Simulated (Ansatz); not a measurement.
Consider CdTe in the zinc blende structure (space group F-43m, No. 216; a = 6.409 Å). Axes: x, y, z lie along the cube axes.

Level of theory: Kohn–Sham DFT with the LDA functional, run in Ansatz (a quantum-chemistry and plane-wave program) with PAW and 420 eV plane waves, spin-orbit coupling left out.

Base values:

The valley order is Γ 0.61 eV; L along ⟨111⟩ 1.68 eV.

Modification: biaxial strain −2.00 %, plane normal [001], relaxed out of plane (Cartesian); in-plane vectors clamped, the third vector and the atoms free.

Q: What does the calculation give for the valley order and out-of-plane strain after the change?

A: The valley order (the lowest conduction-band minima on the path, energy above the VBM, named in the base's zone) changes from Γ 0.61 eV; L along ⟨111⟩ 1.68 eV to Γ 0.59 eV; L along [111] 1.61 eV; the out-of-plane strain comes out as +2.71 %.

Spin-orbit coupling, missing from the scalar runs, can matter with Te. The levels and masses belong to the bands next to the band gap. No phonon test of stability was made.
